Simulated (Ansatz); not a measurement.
We consider ZrIr (model structure, Cmcm, No. 63, 4 atoms in the cell), described by LDA in Ansatz (plane waves, PAW).

Run with plane-wave cutoff 520 eV, 18×18×14 k mesh (along the axes of the cell as run), Fermi–Dirac smearing 0.05 eV, no spin polarisation, scalar-relativistic PAW data made under PBE.

Cell (relaxed at this level):

```yaml
crystal:
  lattice:
    - [1.56204, -5.03865, 0.00000]
    - [1.56204, 5.03865, 0.00000]
    - [0.00000, 0.00000, 4.43056]
  atoms:
    - { symbol: Zr, position: [0.64305, 0.35695, 0.25000] }
    - { symbol: Ir, position: [0.90804, 0.09196, 0.25000] }
    - { symbol: Zr, position: [0.35695, 0.64305, 0.75000] }
    - { symbol: Ir, position: [0.09196, 0.90804, 0.75000] }
```

Task: What does this level give for the bulk modulus B0?

Result: 
- bulk modulus B0 = 204 GPa

Note: the run has no spin polarisation, so it can have missed a magnetic state; the bulk modulus is −V dP/dV from two relaxed cells at ±2 % in volume; the relaxation could raise the start's symmetry but not lower it, so the cell can be a saddle point.

Spin–orbit coupling is not included.

Computing time: roughly 12 core-minutes.

A model structure was made by putting elements into a prototype or built by hand; it is no filed structure, need not be a known phase, and can be a saddle point held by its symmetry.

Ansatz is a program for electronic structure.
